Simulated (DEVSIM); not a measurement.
Device: Pd/SiON/p-Si capacitor, at 300 K.

```
layer (left to right)  material  thickness (nm)  Na (cm⁻³)
---------------------  --------  --------------  ---------
1                          SiON            24.0          -
2                            Si            3800     4.6e15
```

Metal gate on the left, work function 5.2 eV. Fixed charge at the semiconductor interface 0 cm⁻² (in units of +e); no interface traps.

The device is made up for the run: typed textbook-type constants, with dimensions and the other settings drawn at random. Values at 300 K.

```csv
parameter,SiON,Si
gap (eV),7,1.124
affinity (eV),1.4,4.05
permittivity,5.5,11.7
Nc (cm⁻³),-,2.86e19
Nv (cm⁻³),-,3.1e19
```

Simulated with DEVSIM: 1D Poisson equation in equilibrium, Boltzmann statistics, complete ionisation; no quantum confinement or tunnelling. Metal contacts follow the ideal Schottky-Mott rule: no Fermi-level pinning, no interface dipoles.

**Question.** Tabulate band edges, carrier densities and field at 2.9 V on the gate.

**Answer.** Energies count from the Fermi level of the right contact; mesh points crowd at the junctions.

| x (μm) | Ec (eV) | Ev (eV) | n (cm⁻³) | p (cm⁻³) | field (V/cm) |
|---|---|---|---|---|---|
| 0.000 | 0.900 | -6.100 | < 1e2 | < 1e2 | 740000 |
| 0.001564 | 1.015 | -5.985 | < 1e2 | < 1e2 | 740000 |
| 0.004837 | 1.256 | -5.744 | < 1e2 | < 1e2 | 740000 |
| 0.01200 | 1.784 | -5.216 | < 1e2 | < 1e2 | 740000 |
| 0.02073 | 2.427 | -4.573 | < 1e2 | < 1e2 | 740000 |
| 0.02317 | 2.606 | -4.394 | < 1e2 | < 1e2 | 740000 |
| 0.02441 | 0.030 | -1.094 | 9.0e18 | < 1e2 | 270000 |
| 0.02782 | 0.084 | -1.040 | 1.1e18 | 100 | 100000 |
| 0.03486 | 0.131 | -0.993 | 1.8e17 | 650 | 50000 |
| 0.05185 | 0.196 | -0.928 | 1.4e16 | 8000 | 33000 |
| 0.09285 | 0.319 | -0.805 | 1.3e14 | 910000 | 28000 |
| 0.2444 | 0.661 | -0.463 | 2.2e8 | 5.3e11 | 17000 |
| 0.5574 | 0.891 | -0.233 | 31000 | 3.8e15 | 830 |
| 1.270 | 0.896 | -0.228 | 25000 | 4.6e15 | ≈ 0 |
| 2.923 | 0.896 | -0.228 | 25000 | 4.6e15 | ≈ 0 |
| 3.438 | 0.896 | -0.228 | 25000 | 4.6e15 | ≈ 0 |
| 3.665 | 0.896 | -0.228 | 25000 | 4.6e15 | ≈ 0 |
| 3.759 | 0.896 | -0.228 | 25000 | 4.6e15 | ≈ 0 |
| 3.804 | 0.896 | -0.228 | 25000 | 4.6e15 | ≈ 0 |
| 3.817 | 0.896 | -0.228 | 25000 | 4.6e15 | ≈ 0 |
| 3.822 | 0.896 | -0.228 | 25000 | 4.6e15 | ≈ 0 |
| 3.824 | 0.896 | -0.228 | 25000 | 4.6e15 | ≈ 0 |
